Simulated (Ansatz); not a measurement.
**Convergence study of the k-point mesh for Bi (Im-3m, 1 atom in the cell)**

```xyz
1
Lattice="-1.9874 1.9874 1.9874 1.9874 -1.9874 1.9874 1.9874 1.9874 -1.9874" Properties=species:S:1:pos:R:3 pbc="T T T"
Bi     0.0000     0.0000     0.0000
```

Method: PBEsol, default PAW files made with PBE (plane waves; Ansatz, an electronic-structure program).

Base settings: basis.ecutwfc = 420 eV; kpoints.mp_grid.grid = 12 12 12; hamiltonian.xc = pbesol; hamiltonian.pseudopotentials = {kind: paw} (the program's default PAW files); scf.occupations.method = gaussian; scf.occupations.width = 0.1 eV.

The second cell is the first with its lattice scaled by 0.98.

Only quantities that move along the ladder and can be compared are tabulated.

The count of work is k-points × plane waves × bands × iterations; it is no time. 

The starting cell comes from a database of computed structures (which also holds hypothetical and non-ambient phases and stackings), without a prior relaxation at this level. Its lattice was rescaled by up to half a per cent. Ansatz's pressure includes its estimate of the finite-basis (Pulay) stress.

Steps (kpoints.mp_grid.grid): 2 2 2; 3 3 3; 4 4 4; 5 5 5; 6 6 6; 7 7 7; 8 8 8; 9 9 9; 10 10 10; 11 11 11; 12 12 12; 14 14 14; 15 15 15; 17 17 17; 19 19 19; 21 21 21; 23 23 23; 25 25 25; 28 28 28; 31 31 31; 34 34 34; 38 38 38.

### Question
What is the coarsest kpoints.mp_grid.grid that holds the pressure within 0.5 GPa of the last step, with all finer ones?

### Answer
8 8 8, at 0.020 of the last step's count of work; the step before is off by 0.98 GPa.

### Question
What is the coarsest kpoints.mp_grid.grid that holds the energy of the compressed cell less the first within 2 meV/atom of the last step, with all finer ones?

### Answer
14 14 14, at 0.072 of the last step's count of work; the step before is off by 2.8 meV/atom.

### Question
What is the coarsest kpoints.mp_grid.grid that holds the free energy within 1 meV/atom of the last step, with all finer ones?

### Answer
28 28 28, at 0.43 of the last step's count of work; the step before is off by 1.4 meV/atom.

```tsv
kpoints.mp_grid.grid	free energy less the last step's (meV/atom)	energy of the compressed cell less the first (meV/atom)	pressure (GPa)	count of work / last
2 2 2	-172.43	-12.57	-2.68	0.0021
3 3 3	-458.68	-10.78	-2.76	0.0028
4 4 4	134.77	9.05	-0.99	0.0056
5 5 5	103.86	-8.34	-2.15	0.0069
6 6 6	18.83	-6.38	-2.25	0.011
7 7 7	37.25	2.84	-1.48	0.014
8 8 8	28.38	-12.10	-2.68	0.020
9 9 9	-12.13	-9.05	-2.44	0.024
10 10 10	-8.48	-7.60	-2.34	0.033
11 11 11	4.83	-8.42	-2.39	0.039
12 12 12	-5.94	-12.72	-2.66	0.050
14 14 14	6.06	-11.14	-2.56	0.072
15 15 15	2.79	-11.01	-2.54	0.083
17 17 17	-1.71	-8.72	-2.42	0.11
19 19 19	-1.32	-11.22	-2.57	0.15
21 21 21	1.75	-10.23	-2.49	0.20
23 23 23	0.01	-10.20	-2.47	0.25
25 25 25	1.41	-9.90	-2.43	0.32
28 28 28	0.01	-9.90	-2.48	0.43
31 31 31	0.12	-9.62	-2.45	0.57
34 34 34	0.21	-10.03	-2.46	0.74
38 38 38	0.00	-9.91	-2.46	1.0
```

The energy difference between the two cells stays within 1 meV/atom of the last step's from 21 21 21 on, the total only from 28 28 28 on: much of the error is common to both cells and cancels.

Two neighbours can agree and both be off: 14 14 14 and 15 15 15 differ by 0.13 meV/atom in the energy of the compressed cell less the first, yet lie about 1.1 meV/atom from the last step.

Keys are those of Ansatz 0.2.
